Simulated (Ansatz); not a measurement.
# GaN: response to strain

Start from GaN in the zinc blende structure (space group F-43m, No. 216).

```
GaN
1.0
    0.00000     2.24895     2.24895
    2.24895     0.00000     2.24895
    2.24895     2.24895     0.00000
Ga N
1 1
Direct
  0.00000   0.00000   0.00000
  0.25000   0.25000   0.25000
```

Cartesian axes are those of the cell as printed.

Strains are applied to the cell and any free atomic positions relax; under biaxial strain the out-of-plane vector relaxes too.

All numbers come from r2SCAN (Ansatz, a first-principles code), spin-orbit coupling left out.

Notes on the quantities. pressure: mean of the normal stresses, compression positive.

| variant | pressure | out-of-plane strain |
|---|---|---|
| base | 0.00 GPa | – |
| biaxial strain +0.42 %, plane normal [111], relaxed out of plane | -1.28 GPa | -0.18 % |
| biaxial strain +0.83 %, plane normal [111], relaxed out of plane | -2.48 GPa | -0.35 % |
| biaxial strain +1.25 %, plane normal [111], relaxed out of plane | -3.67 GPa | -0.53 % |
| biaxial strain +1.67 %, plane normal [111], relaxed out of plane | [?] | [?] |
| biaxial strain +2.08 %, plane normal [111], relaxed out of plane | -5.91 GPa | -0.87 % |
| biaxial strain +2.50 %, plane normal [111], relaxed out of plane | -6.99 GPa | -1.04 % |

Problem. Fill in the withheld entries from the trend.

Solution. 
- biaxial strain +1.67 %, plane normal [111], relaxed out of plane, pressure: -4.83 GPa
- biaxial strain +1.67 %, plane normal [111], relaxed out of plane, out-of-plane strain: -0.70 %

Stability against distortions was not tested. This is not the structure that GaN has at room temperature and ambient pressure.
